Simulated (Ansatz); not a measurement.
Checking a run of Ansatz (a first-principles code) on LiNbO3 (R3c, 10 atoms in the cell). The aim is a self-consistent single point with DFT, LDA (PW92), plane waves, PAW files made with PBE.

Cell that was meant: a = 5.4710 Å, b = 5.4710 Å, c = 5.4710 Å, α = 56.71°, β = 56.71°, γ = 56.71°.

Part of the input:

Ansatz 0.2 input:
```yaml
    - [-2.59846500, 1.50022400, 4.57488400]
    - [0.00000000, -3.00044900, 4.57488400]
  atoms:
    - { symbol: Li, position: [0.00000000, 0.00000000, 3.94583700] }
    - { symbol: Li, position: [0.00000000, -0.00000100, 10.80816300] }
    - { symbol: Nb, position: [0.00000000, 0.00000000, 0.17567600] }
    - { symbol: Nb, position: [0.00000000, -0.00000100, 7.03800200] }
    - { symbol: O, position: [1.57337100, 0.24318600, 5.71855900] }
    - { symbol: O, position: [-0.99729100, 1.24098500, 5.71855900] }
    - { symbol: O, position: [-0.57608000, -1.48417200, 5.71855900] }
    - { symbol: O, position: [0.57608000, 1.51627600, 8.00600100] }
    - { symbol: O, position: [-1.60117400, -0.25923900, 8.00600100] }
    - { symbol: O, position: [1.02509400, -1.25703900, 8.00600100] }
basis:
  ecutwfc: 420.0 eV
kpoints:
```

Log, with long lists cut:

```
WARN ansatz: RAYON_NUM_THREADS=1 ignored (pool sized by the plan → 1); use --threads N
Pseudopotentials: kind: paw
   [... lines left out ...]
PAW frozen core: O, regenerated for the run's functional, and the local potential with it
Initial density: superposition of atomic densities (chi_scale 0.1, normalization cell, long waves kept (reshape's long-wave potential 0.07 eV rms))
Initial wavefunctions: pseudopotential atomic-orbital guess
Eigensolver: davidson
Functional: x = slater, c = lda
SCF iter   1: F=—  HF=-11793.613944 eV  |F-HF|=—  |Δ(HF+E_count)|=         —  Δρ=7.90e-1  dr2=1.45e3  ethr=3.10e-3  ⟨swp⟩=15.3  Hψ=24548  notcnv=0  defer=65
all-band conjugate gradients solve this SCF's bands
preconditioner: auto → Resta (q_TF=auto, 2.530 Å⁻¹)
SCF iter   2: F=—  HF=-11664.728348 eV  |F-HF|=—  |Δ(HF+E_count)|=    1.29e2  Δρ=5.63e-1  dr2=3.76e2  ethr=3.10e-3  ⟨swp⟩=13.0  Hψ=24621  notcnv=0  defer=191
   [... lines left out ...]
SCF iter  15: F=—  HF=-11582.669262 eV  |F-HF|=—  |Δ(HF+E_count)|=   3.83e-6  Δρ=6.86e-5  dr2=6.40e-6  ethr=2.25e-7  ⟨swp⟩=1.5  Hψ=2799  notcnv=0  defer=63
SCF iter  16: F=—  HF=-11582.669263 eV  |F-HF|=—  |Δ(HF+E_count)|=   3.77e-7  Δρ=2.08e-5  dr2=6.50e-7  ethr=9.41e-9  ⟨swp⟩=2.2  Hψ=3917  notcnv=0  defer=63
SCF iter  17: F=-11582.669263 eV  HF=-11582.669263 eV  |F-HF|=3.98e-8  |Δ(HF+E_count)|=   3.73e-8  Δρ=7.75e-6  dr2=7.19e-8  ethr=1.47e-10  ⟨swp⟩=22.7  Hψ=20847  notcnv=0
SCF 1 converged in 17 iterations: F = -11582.669263 eV  dr2 = 7.19e-8
Free energy (F): -11582.669263 eV
Internal energy: -11582.463200 eV  (E = F + TS)
E sigma→0 (E₀):  -11582.566231 eV
Entropy (-TS):   -0.206063 eV (-20.606 meV/atom)
Fermi energy:    8.471614 eV
--- Forces (eV/Å), atoms counted from 1 ---
  atom   1  Li     0.54348821   935.19989600 -1424.54325373
  atom   2  Li     1.59779382    27.35497687   -54.02815778
  atom   3  Nb    -8.71935403 -1523.42086821  2320.96629002
  atom   4  Nb   -11.86370933   541.13188550  -822.17136790
  atom   5  O      2.63897625    -0.81340103    -2.10982569
  atom   6  O    -17.60861731    31.52701389     8.15502144
  atom   7  O     -0.53105559     1.87230584    -0.42873161
   [... lines left out ...]
  atom  10  O     21.57196838   -17.26224624   -30.12404199
--- Stress (GPa, compression-positive) ---
      129.577612     -30.549684     -45.876479
      -30.549688    1426.387649   -2054.078668
      -45.876469   -2054.078664    3232.391852
  P = ⅓ Tr σ = 1596.1190 GPa (15961.190 kbar)
  The stress holds the Pulay correction. Without it, at fixed plane waves, as pw.x and ABINIT print it: P = 1592.2257 GPa
```

### Question
Can these results be used? Check the input.

### Answer
The run is not sound. The fault is fractional and Cartesian coordinates mixed up. Numbers meant as fractions of the cell vectors were read as lengths, or the reverse, so the atoms sit in the wrong places. To fix it, make label and numbers agree, by changing either. The run converged in 17 iterations without an error; against the sound input the free energy goes up by 105 eV/atom, the pressure goes from -2.66 to 1596 GPa, the largest force goes from 0.408 to 2776 eV/Å and no clean gap remains on the mesh (levels overlap or are partly filled), against 3.07 eV before.

An input that runs soundly differs in these lines (not the only fix; some lines may just follow from the change or write a value another way):
```diff
-    - { symbol: Li, position: [0.00000000, 0.00000000, 3.94583700] }
-    - { symbol: Li, position: [0.00000000, -0.00000100, 10.80816300] }
-    - { symbol: Nb, position: [0.00000000, 0.00000000, 0.17567600] }
-    - { symbol: Nb, position: [0.00000000, -0.00000100, 7.03800200] }
-    - { symbol: O, position: [1.57337100, 0.24318600, 5.71855900] }
-    - { symbol: O, position: [-0.99729100, 1.24098500, 5.71855900] }
-    - { symbol: O, position: [-0.57608000, -1.48417200, 5.71855900] }
-    - { symbol: O, position: [0.57608000, 1.51627600, 8.00600100] }
-    - { symbol: O, position: [-1.60117400, -0.25923900, 8.00600100] }
-    - { symbol: O, position: [1.02509400, -1.25703900, 8.00600100] }
+    - { symbol: Li, position_ang: [-0.00000000, -0.00000029, 3.94583745] }
+    - { symbol: Li, position_ang: [0.00000000, -0.00000079, 10.80816345] }
+    - { symbol: Nb, position_ang: [-0.00000000, -0.00000001, 0.17567555] }
+    - { symbol: Nb, position_ang: [0.00000000, -0.00000051, 7.03800155] }
+    - { symbol: O, position_ang: [1.57337056, 0.24318595, 5.71855925] }
+    - { symbol: O, position_ang: [-0.99729087, 1.24098515, 5.71855925] }
+    - { symbol: O, position_ang: [-0.57607969, -1.48417235, 5.71855925] }
+    - { symbol: O, position_ang: [0.57607969, 1.51627615, 8.00600125] }
+    - { symbol: O, position_ang: [-1.60117413, -0.25923935, 8.00600125] }
+    - { symbol: O, position_ang: [1.02509444, -1.25703855, 8.00600125] }
```

With that input, the run converged in 8 iterations: free energy E − TS (on the zero of these files) -12631.3216 eV; gap on the k-point mesh 3.07 eV; pressure -2.66 GPa; largest force (vector length) 0.408 eV/Å (DFT, LDA (PW92), plane waves, PAW files made with PBE).

On the sound input: the starting cell was generated: these elements placed on a structure prototype, without a prior relaxation; it need not be a known phase or ordering of this composition. Its lattice was rescaled by a random factor within 2.5 % of one. Ansatz's pressure includes its estimate of the finite-basis (Pulay) stress. Without the estimate this run gives -3.21 GPa.
